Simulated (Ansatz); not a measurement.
# PbTe: uniaxial strain ε_zz = −0.50 %

The parent structure is PbTe in the rock salt structure (space group Fm-3m, No. 225; a = 6.3796 Å). Axes: x, y, z lie along the cube axes.

Perturbation: the cell is compressed by 0.50 % along z with no lateral relaxation; the atoms relax in the strained cell.

Calculations: LDA, PAW, 420 eV (Ansatz, an electronic-structure program; no spin-orbit coupling). k-mesh 9×9×9 (Γ-centred); smearing 0.05 eV (Fermi–Dirac).

Volume per atom: 32.29 Å³ (base 32.46 Å³)
Space group: I4/mmm (No. 139) (base Fm-3m (No. 225))
Shortest interatomic distance: 3.174 Å (base 3.190 Å)
Energy relative to the base (free energy F): +0.4 meV/atom
Pressure (mean of the normal stresses, compression positive): 0.25 GPa (base 0.00 GPa)
Band gap: 0.56 eV (base 0.57 eV)
Gap character: direct at N
Stress (xx, yy, zz, yz, xz, xy; compression positive): (0.02, 0.02, 0.71, 0.00, 0.00, 0.00) GPa

Final structure:

```yaml
crystal:
  lattice:
    - [0.00000, 3.18980, 3.17385]
    - [3.18980, 0.00000, 3.17385]
    - [3.18980, 3.18980, 0.00000]
  atoms:
    - { symbol: Te, position: [0.50000, 0.50000, 0.50000] }
    - { symbol: Pb, position: [0.00000, 0.00000, 0.00000] }
```

Spin-orbit coupling, missing from the scalar runs, can matter with Pb and Te. Stability against distortions was not tested. Labels are those of the standard path for the cell's own space group.
